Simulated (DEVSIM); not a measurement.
Structure: Ru/Al2O3/n-Si capacitor, at 300 K.

Layer 1 from the left is Al2O3, thickness (nm) 8.00. Layer 2 from the left is Si, thickness (nm) 660, Nd (cm⁻³) 7.6e17.

Metal gate on the left, work function 4.7 eV. Fixed charge at the semiconductor interface -4e10 cm⁻² (in units of +e); no interface traps.

Constants are typed, rounded textbook-type inputs, not results; the design itself was drawn at random and stands for no fabricated device. Values at 300 K.

Al2O3: gap (eV) 6.8, affinity (eV) 1.35, permittivity 9. Si: gap (eV) 1.124, affinity (eV) 4.05, permittivity 11.7, Nc (cm⁻³) 2.86e19, Nv (cm⁻³) 3.1e19.

Model (solved in DEVSIM): 1D Poisson equation in equilibrium, Boltzmann statistics, complete ionisation; no quantum confinement or tunnelling. Metal contacts follow the ideal Schottky-Mott rule: no Fermi-level pinning, no interface dipoles.

Task: What does the simulation give for the threshold voltage (band bending 2φF), the flat-band voltage?

Result: threshold voltage (band bending 2φF) -0.86 V; flat-band voltage 0.56 V.
